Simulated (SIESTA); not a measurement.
Band structure of MgF₂ (Amm2, 3 atoms in the cell).

```xyz
3
Lattice="3.2449 0.0000 0.0000 0.0000 1.4154 3.4956 0.0000 -1.4154 3.4956" Properties=species:S:1:pos:R:3 pbc="T T T"
Mg     1.6224     0.0000     0.0900
F      0.0000     0.0000     3.9308
F      1.6224     0.0000     2.0965
```

Method of the run: SIESTA 5.4.2 with LDA PW92, numerical atomic orbitals DZP, PseudoDojo LDA standard norm-conserving potentials (rewritten from UPF to PSML).

Settings: XC.functional = LDA; XC.authors = PW92; potentials = PseudoDojo LDA standard; PAO.BasisSize = DZP; PAO.EnergyShift = 0.01 Ry; MeshCutoff = 350 Ry; kgrid.MonkhorstPack = 7 8 8; OccupationFunction = FD; ElectronicTemperature = 10 K; MaxSCFIterations = 150; SCF.Mixer.Method = Broyden; SCF.Mixer.Weight = 0.25; SCF.Mixer.History = 6; SCF.DM.Tolerance = 1.0E-04.

The starting cell comes from a database of computed structures (which also holds hypothetical and non-ambient phases and stackings), without a prior relaxation at this level. Values carry the incompleteness of an atom-centred basis.

### Question
Predict the gap along the standard path and the places of the band edges.

### Answer
The gap along the path is 5.00 eV, from T to Γ; the smallest direct gap on it is 5.58 eV.

Levels in eV from the top of the valence band on the path, bands 9 to 13:
```tsv
point	9	10	11	12	13
Γ	-1.77	-1.31	-0.72	-0.58	5.00
X	-2.60	-2.57	-1.00	-0.85	10.52
S	-2.64	-2.41	-0.91	-0.77	10.57
R	-2.83	-2.12	-1.84	-0.49	11.27
A	-3.05	-2.42	-1.50	-0.30	11.69
Z	-2.13	-1.74	-1.50	-1.27	9.38
Y	-2.11	-2.04	-1.14	-0.95	8.19
X1	-2.60	-2.57	-1.00	-0.85	10.52
A1	-3.05	-2.42	-1.50	-0.30	11.69
T	-1.76	-1.27	-1.23	0.00	10.52
```

Higher empty bands are left out: an atom-centred basis made for the valence describes them poorly.
